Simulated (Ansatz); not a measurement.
Consider the following.

End structure of C on the 1x1 (111) surface of fcc Ag, one in a 2x2 cell, started at the site 'hollow Ag-Ag-Ag over Ag at depth 4.7 Å':

```xyz
17
Lattice="5.8668 0.0000 0.0000 -2.9334 5.0808 0.0000 0.0000 0.0000 26.5000" Properties=species:S:1:pos:R:3 pbc="T T T"
Ag     0.0000     1.6936     9.6916
Ag    -1.4667     4.2340     9.6916
Ag     2.9334     1.6936     9.6916
Ag     1.4667     4.2340     9.6916
Ag     1.4667     0.8468    12.0709
Ag     0.0000     3.3872    12.0709
Ag     4.4001     0.8468    12.0709
Ag     2.9334     3.3872    12.0709
Ag    -0.0019    -0.0011    14.4361
Ag    -1.4667     2.5404    14.4499
Ag     2.9353    -0.0011    14.4361
Ag     1.4667     2.5426    14.4361
Ag    -0.0509     1.7230    16.8319
Ag    -1.4667     4.1752    16.8319
Ag     2.9843     1.7230    16.8319
Ag     1.4667     4.2340    16.8453
C      1.4667     0.8468    17.8887
```

Model: 17-atom slab, 7.1 Å thick at the start under the adsorbate (thin: gaps and levels are the slab's own), 6x6x1 mesh, Fermi-Dirac 0.1 eV, dipole correction, 8 atoms held, the rest relaxed; start symmetry kept, larger cells not searched; spin-polarised, no spin-orbit, no U, no dispersion correction. The starting moment vanished. At the end it is bonded to 3 Ag. In PBE it is, or lies within 0.03 eV of, the lowest of the starts that converged.

A negative adsorption energy means that the adsorbate is more stable on the surface than in its reference.

Task: What adsorption energy against an atom of graphite does PBE in Ansatz (an electronic-structure program) give?

Result: 4.38 eV

Task: Give the change of the step from the bottom to the top vacuum level, against the clean slab at the level PBE.

Result: 0.88 eV

Task: Predict the change of the work function from PBE.

Result: 0.89 eV

Task: Predict the work function of the top face from PBE.

Result: 5.33 eV
